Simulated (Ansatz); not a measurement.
Given:

```xyz
2
Lattice="0.0000 2.9136 2.9136 2.9136 0.0000 2.9136 2.9136 2.9136 0.0000" Properties=species:S:1:pos:R:3 pbc="T T T"
Cd     0.0000     0.0000     0.0000
Se     1.4568     1.4568     1.4568
```

No spin polarisation.

Method: LDA (Ansatz, a quantum-chemistry and plane-wave program), no SOC. Γ-centred 10×10×10 mesh, Fermi–Dirac width 0.05 eV.

**Question.** Predict the space group and gap character.

**Answer.** The space group is F-43m (No. 216) and the gap character is direct at Γ.

The cells carry an imposed strain or load. Whether these cells are dynamically stable was not tested. The cell was made from CdSe in the zinc blende structure (space group F-43m, No. 216) by this change: isotropic strain −3.00 %.
